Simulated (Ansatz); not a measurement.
The starting structures come from a database of crystals and need not be the phases stable at ambient conditions.

By PBEsol, the system below comes out a metal.

A figure of merit of an interconnect metal is its ballistic conductance per area.

Here is the system:

```xyz
2
Lattice="2.9804 0.0000 0.0000 0.0000 2.9804 0.0000 0.0000 0.0000 2.9804" Properties=species:S:1:pos:R:3 pbc="T T T"
Cu     0.0000     0.0000     0.0000
Pd     1.4902     1.4902     1.4902
```

The cell is taken as given; by PBEsol it stands under a pressure of -3.3 GPa.

The current flows along the normal of the first two printed cell vectors, the (001) plane of the conventional cell. No spin-orbit coupling; the value is a mean over 0.1 eV about the Fermi level.

Compute, with PBEsol (Ansatz, an electronic-structure program), the ballistic conductance per area.

0.84 × 10¹⁵ S/m² for both spins.
